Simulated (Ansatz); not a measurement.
Structures of equal composition on the (113) surface of germanium: 1 pair of surface atoms bonded, Si on all surface atoms, H on every dangling bond; 1 pair of surface atoms bonded, Si on all atoms bonded under the surface atoms, H on every dangling bond. The slabs share one bottom face, and each structure is named by its start. These are constructed structures in small cells; real faces may alloy, dewet or reconstruct in larger ones, and not all known structures of the face are among them. Slabs of about 14 Å with all that they carry, Fermi-Dirac smearing of 0.025 eV. Bottom of the slabs: built like the top, H on every dangling bond, free. Relaxed from the named starts with such symmetry as they have, on meshes of like density; energies extrapolated to zero smearing; no spin-orbit coupling, no U. Spin-polarised runs, if any, are marked in brackets, and their order is one that fits the cell; the others ran without spin. Where a second, spin-polarised start was run, the lower counts.

These are PBE (plane waves to 420 eV, PAW; Ansatz, a first-principles code) values and carry that method's errors.

Task: Put the candidates in order of energy per 1x1 cell, lowest first, for PBE.

Result: 1 pair of surface atoms bonded, Si on all surface atoms, H on every dangling bond (0.000 eV, gap 0.76 eV on the mesh), 1 pair of surface atoms bonded, Si on all atoms bonded under the surface atoms, H on every dangling bond (0.273 eV, gap 0.84 eV on the mesh)
